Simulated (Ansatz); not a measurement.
The parent structure is ZrS2 in the CdI2 type structure (space group P-3m1, No. 164; a = 3.6348 Å, c = 5.7196 Å; layered, stacked along the Cartesian z axis). Axes: x lies along a and z along c of the hexagonal cell.

Calculations: PBE-D3(BJ) in Ansatz (plane waves to 420 eV, PAW, scalar-relativistic without spin-orbit coupling).

Before the change:

| Item | Result |
|---|---|
| Smallest direct gap | 1.41 eV |

Modification: biaxial strain +1.00 %, plane normal [001], relaxed out of plane (Cartesian); in-plane vectors clamped, the third vector and the atoms free.

Task: What happens to the smallest direct gap and out-of-plane strain?

Result: The smallest direct gap drops by 0.06 eV (1.41 eV → 1.35 eV); the out-of-plane strain is -0.39 %.

Whether these cells are dynamically stable was not tested.

Ansatz is a quantum-chemistry and plane-wave program.
